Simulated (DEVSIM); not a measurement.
System: isotype n-n heterojunction GaP/Si, at 300 K.

Layer 1 from the left is GaP, thickness (μm) 0.470, Nd (cm⁻³) 1.4e18, τn (s) 3.8e-7, τp (s) 3.8e-7. Layer 2 from the left is Si, thickness (μm) 0.120, Nd (cm⁻³) 4.9e15, τn (s) 3.8e-7, τp (s) 3.8e-7.

Left contact: ohmic. Right contact: ohmic. Voltage is applied to the left contact. Recombination: SRH at mid-gap, Auger. Mobility is constant in doping.

This is a model device: material constants are rounded textbook-type values typed into the input, and sizes, dopings and lifetimes were drawn at random. Values at 300 K.

GaP: gap (eV) 2.26, affinity (eV) 3.8, permittivity 11.1, Nc (cm⁻³) 1.8e19, Nv (cm⁻³) 1.9e19, μn (cm²/Vs) 250, μp (cm²/Vs) 150, Cn (cm⁶/s) 1e-30, Cp (cm⁶/s) 1e-30. Si: gap (eV) 1.124, affinity (eV) 4.05, permittivity 11.7, Nc (cm⁻³) 2.86e19, Nv (cm⁻³) 3.1e19, μn (cm²/Vs) 1417, μp (cm²/Vs) 470, Cn (cm⁶/s) 2.8e-31, Cp (cm⁶/s) 9.9e-32.

DEVSIM, 1D drift-diffusion, Boltzmann statistics, complete ionisation; no tunnelling, impact ionisation, image-force lowering or self-heating. Band offsets follow the typed affinities; no thermionic-emission limit at abrupt steps, no polarisation charge.

Problem. What does the simulation give for the potential step across the device at zero bias?

Solution. potential step across the device at zero bias 0.408 V.
